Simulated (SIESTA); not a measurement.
# One base run on Na4WO5 (P1, 20 atoms in the cell) and variants with one or two settings moved

```xyz
20
Lattice="5.6232 0.0000 0.0000 -1.1790 5.5217 0.0000 -2.7634 -2.2933 7.6115" Properties=species:S:1:pos:R:3 pbc="T T T"
Na     0.8192     0.6582     6.8476
Na     0.8634     2.5664     0.7478
Na     3.4737     2.0793     2.1869
Na    -1.8581     1.1663     5.3500
Na     2.8277    -0.9745     3.0433
Na    -1.0871     4.1098     4.6411
Na     0.9822     1.6536     3.7541
Na     2.7634     0.0208     0.0381
W      1.6364     3.7079     6.0428
W      0.0078    -0.4427     1.6356
O     -1.3023    -0.7811     6.4572
O      2.9344     3.9701     1.0774
O      2.5699     2.9433     4.5501
O     -0.8602     0.2993     3.0186
O      1.4845     0.6923     1.7979
O      0.1196     2.5438     5.8055
O     -3.1513     2.2400     7.3049
O      4.8596     0.9764     0.3275
O     -0.3435     3.5939     2.4082
O      2.0399    -0.3532     5.2747
```

Base run A: GGA PBEsol, numerical atomic orbitals TZP, PseudoDojo PBEsol standard norm-conserving potentials (rewritten from UPF to PSML) (SIESTA 5.4.2), self-consistent single point.

Its settings: XC.functional = GGA; XC.authors = PBEsol; potentials = PseudoDojo PBEsol standard; PAO.BasisSize = TZP; PAO.EnergyShift = 0.01 Ry; MeshCutoff = 350 Ry; kgrid.MonkhorstPack = 5 5 3; OccupationFunction = FD; ElectronicTemperature = 10 K; MaxSCFIterations = 150; SCF.Mixer.Method = Pulay; SCF.Mixer.Weight = 0.2; SCF.Mixer.History = 8; SCF.DM.Tolerance = 1.0E-04.

The starting cell comes from a database of computed structures (which also holds hypothetical and non-ambient phases and stackings), without a prior relaxation at this level. Its atoms were displaced at random from the sites of space group no. 2. Spin-orbit coupling is off. Values carry the incompleteness of an atom-centred basis. In the base run, forces exceed 1 eV/Å.

ΔF is the free energy per atom less that of run A. A dash stands where there is no value to compare (another energy zero or no entropy term, no result, no spin, no clean gap, or a mesh too coarse for one). Absolute energies have different zeros for different potentials, functionals, Hubbard and dispersion terms and are not compared across them.

Runs:
- B: lattice scaled by 0.985
- C: MeshCutoff: 350 Ry → 525 Ry
- D: kgrid.MonkhorstPack: 5 5 3 → 5 4 3
- E: kgrid.MonkhorstPack: 5 5 3 → 5 4 3 shifted by 0.5 0.5 0.5
- F: XC.functional: GGA → LDA; XC.authors: PBEsol → CA; pseudopotentials: PseudoDojo PBEsol standard → PseudoDojo LDA standard [LDA CA]
- G: MaxSCFIterations: 150 → 300; SCF.Mixer.Weight: 0.2 → 0.3
- H: SCF.DM.Tolerance: 1.0E-04 → 1.0E-05

```json
[
 {"run": "A", "ΔF (meV/atom)": "0.00", "pressure (GPa)": "1.94", "largest force (eV/Å)": "4.238", "gap on the mesh (eV)": "3.026", "k-points": "38"},
 {"run": "B", "ΔF (meV/atom)": "18.5", "pressure (GPa)": "9.67", "largest force (eV/Å)": "4.976", "gap on the mesh (eV)": "3.240", "k-points": "38"},
 {"run": "C", "ΔF (meV/atom)": "1.18", "pressure (GPa)": "1.91", "largest force (eV/Å)": "4.233", "gap on the mesh (eV)": "3.026", "k-points": "38"},
 {"run": "D", "ΔF (meV/atom)": "-0.01", "pressure (GPa)": "1.94", "largest force (eV/Å)": "4.238", "gap on the mesh (eV)": "3.031", "k-points": "32"},
 {"run": "E", "ΔF (meV/atom)": "0.03", "pressure (GPa)": "1.94", "largest force (eV/Å)": "4.238", "gap on the mesh (eV)": "3.021", "k-points": "30"},
 {"run": "F", "ΔF (meV/atom)": "–", "pressure (GPa)": "-3.03", "largest force (eV/Å)": "4.108", "gap on the mesh (eV)": "2.983", "k-points": "38"},
 {"run": "G", "ΔF (meV/atom)": "0.00", "pressure (GPa)": "1.94", "largest force (eV/Å)": "4.238", "gap on the mesh (eV)": "3.026", "k-points": "38"},
 {"run": "H", "ΔF (meV/atom)": "0.00", "pressure (GPa)": "1.94", "largest force (eV/Å)": "4.238", "gap on the mesh (eV)": "3.026", "k-points": "38"}
]
```

Run C against A: The free energy rises by 1.2 meV/atom, the pressure hardly changes (1.94 to 1.91 GPa), the largest force hardly changes (4.238 to 4.233 eV/Å) and the gap on the mesh stays at 3.026 eV.

Run F against A: The pressure goes from 1.94 to -3.03 GPa, the largest force goes from 4.238 to 4.108 eV/Å and the gap on the mesh goes from 3.026 to 2.983 eV.
